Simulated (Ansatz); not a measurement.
An Ansatz (an electronic-structure program) run: Al2Cu with a change (pressure 30 GPa); Ansatz, PBE, PAW, cutoff 420 eV, scalar-relativistic without spin-orbit coupling, earlier PAW set.

Input:

Ansatz 0.2 input:
```yaml
crystal:
  lattice:
    - [-2.8785806478, 2.8785806478, 2.3046148681]
    - [2.8785806478, -2.8785806478, 2.3046148681]
    - [2.8785806478, 2.8785806478, -2.3046148681]
  atoms:
    - { symbol: Al, position: [0.6571097976, 0.1571097976, 0.8142195953] }
    - { symbol: Al, position: [0.8428902024, 0.6571097976, 0.5] }
    - { symbol: Al, position: [0.1571097976, 0.3428902024, 0.5] }
    - { symbol: Al, position: [0.3428902024, 0.8428902024, 0.1857804047] }
    - { symbol: Cu, position: [0.25, 0.25, 0] }
    - { symbol: Cu, position: [0.75, 0.75, 0] }
basis: { ecutwfc: 420, ecutrho_ratio: 4, xc_grid: 2, fft_grid_basis: typed }
kpoints: { mp_grid: { grid: [12, 12, 12] } }
hamiltonian:
  xc: pbe
  dispersion: none
  pseudopotentials: { azcp: { folder: ./paw }, kind: paw }
scf: { occupations: { method: fermi_dirac, width: 0.05 } }
relax: { f_tol: 0.01, max_steps: 60, cell: { stress_tol: 0.02, p_target: 30 } }
output: { forces: true, stress: true }
checkpoint: { write: state.ck, write_every: 1000 }
```

Output (explanatory and most iteration lines left out):

```
Relaxation: its limit of steps is 60 (relax.max_steps)
Pseudopotential: Al, paw, valence charge 3
Pseudopotential: Cu, paw, valence charge 19
Crystal: 6 atoms, lattice volume = 76.386 Å³
Basis set: ecut = 420 eV, 1503 PW (Γ), exchange–correlation on 64×64×64 points (8 copies of the dense FFT grid, shifted against one another)
Bands: 31, of which v1, the nominal top of the filled ones, is band 25 counted from 1 (24 counted from 0)
Symmetry: 16 space group operations
Space group: I4/mcm (ITA 140), of the structure as read, at distance tolerance 4.2e-5 Å
k-points: 163 of 1728
Functional: x = pbe(κ = 0.804, μ = 0.2195149727645171), c = pbe(β = 0.06672455060314922)
SCF iter   1: F=—  HF=-15408.716636 eV  |F-HF|=—  |Δ(HF+E_count)|=         —  Δρ=3.84e-1  dr2=8.26e1  ethr=3.10e-3  ⟨swp⟩=8.2  Hψ=25008  notcnv=0  defer=3
SCF iter   2: F=—  HF=-15402.061691 eV  |F-HF|=—  |Δ(HF+E_count)|=    6.65e0  Δρ=1.12e-1  dr2=9.44e0  ethr=3.10e-3  ⟨swp⟩=2.7  Hψ=11689  notcnv=0  defer=118
SCF 1 converged in 9 iterations: F = -15400.563793 eV  dr2 = 3.19e-8
relax step   1: F+E_penalty+E_count = -15400.56379344 eV  Δ(F+E_penalty+E_count) = +0.000e0 eV  max|allowed force component| = 1.060e-4 eV/Å  Δτ_max = 0.0000 Å  P = +22.488 GPa  Ω = 76.386 Å³  (9 SCF iters, dr2 threshold 1.00e-7 eV, accepted)
[... steps on the carried basis left out ...]
relax step   6: F+E_penalty+E_count = -15400.11907965 eV  Δ(F+E_penalty+E_count) = +8.892e-4 eV  max|allowed force component| = 4.181e-5 eV/Å  Δτ_max = 0.0000 Å  P = +29.991 GPa  Ω = 73.660 Å³  stress off target by 9.62e-3 GPa  SCF on the basis re-selected at this cell (its energy is not comparable with the rows above)  (7 SCF iters)
SCF converged after 7 iterations
Free energy (F): -15400.119080 eV
Internal energy: -15400.102483 eV  (E = F + TS)
E sigma→0 (E₀):  -15400.110782 eV
Entropy (-TS):   -0.016596 eV (-2.766 meV/atom)
Fermi energy:    13.089282 eV
--- Forces (eV/Å), atoms counted from 1 ---
  atom   1  Al    -0.00004181    -0.00004181     0.00000000
  atom   2  Al    -0.00004181     0.00004181     0.00000000
  atom   3  Al     0.00004181    -0.00004181     0.00000000
  atom   4  Al     0.00004181     0.00004181     0.00000000
  atom   5  Cu     0.00000000    -0.00000000     0.00000000
  atom   6  Cu    -0.00000000     0.00000000     0.00000000
--- Stress (GPa, compression-positive) ---
       29.991470      -0.000000       0.000000
       -0.000000      29.991470       0.000000
       -0.000000       0.000000      29.990383
  P = ⅓ Tr σ = 29.9911 GPa (299.911 kbar)
--- Relaxed structure (5 steps of the walk, 5 accepted, 1 SCFs on fresh bases) ---
  cell:  # Å, volume = 73.6595 Å³
    - [-2.843939783642901, 2.843939783642901, 2.276817716711556]
    - [2.843939783642901, -2.843939783642901, 2.276817716711556]
    - [2.843939783642901, 2.843939783642901, -2.276817716711556]
  atoms:
    - { symbol: Al, position: [0.6568774566199017, 0.15687745661990168, 0.8137549132398034] }
    - { symbol: Al, position: [0.8431225433800984, 0.6568774566199017, 0.5] }
    - { symbol: Al, position: [0.15687745661990168, 0.34312254338009834, 0.5] }
    - { symbol: Al, position: [0.3431225433800983, 0.8431225433800984, 0.18624508676019666] }
    - { symbol: Cu, position: [0.25, 0.25, 1.2162485417921268e-20] }
    - { symbol: Cu, position: [0.75, 0.75, 1.2162485417921271e-20] }
```

Load acts through the strain it causes; cell and atoms are relaxed under it. No phonon test of stability was made. No other phases were tried under pressure. The final runs are not spin-polarised. The cell was made from Al2Cu (space group I4/mcm, No. 140) by this change: pressure 30 GPa.
